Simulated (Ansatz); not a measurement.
# Competing hops of interstitial Si in 4H silicon carbide, charge state +2

Defect: interstitial Si in 4H silicon carbide, charge state +2. The numbers are results of PBE, PAW (plane waves to 420 eV; Ansatz, an electronic-structure program), not measurements.

Settings: 72 host sites, the relaxed PBE lattice, the Γ point alone, smearing 0.01 eV, spin-restricted, no image-charge correction. No zero-point or tunnelling terms. The charge state is imposed; whether it is stable for some Fermi level was not computed. Sites that were not tried may lie lower.

Barriers: single points on a 2×2×2 k-point mesh shifted by half a step along c at the bands' geometries (they differ from the bands' own by up to 0.14 eV, and are uncertain by about as much).

```
Route                                       Start site over the lowest site run (eV)  Hop (Å)  Forward barrier (eV)  Backward barrier (eV)                    Neighbours at the start                                               Neighbours at the saddle  Saddle order  Forward, on the band's own sampling (eV)
------------------------------------------  ----------------------------------------  -------  --------------------  ---------------------  -----------------------------------------  ---------------------------------------------------------------------  ------------  ----------------------------------------
a concerted move, in which Si travels most                                      0.00     1.67                  1.57                   0.58  3 C at 1.87; 3 Si at 2.30, 3 Si at 2.38 Å  C at 1.77, C at 1.82, C at 1.92; Si at 2.17, Si at 2.23, Si at 2.27 Å   not checked                                      1.44
```

Paths come from nudged elastic bands with a climbing image.   2 more band(s) gave no usable saddle point.

The whole set of runs took around 2.7 core-hours (rough).
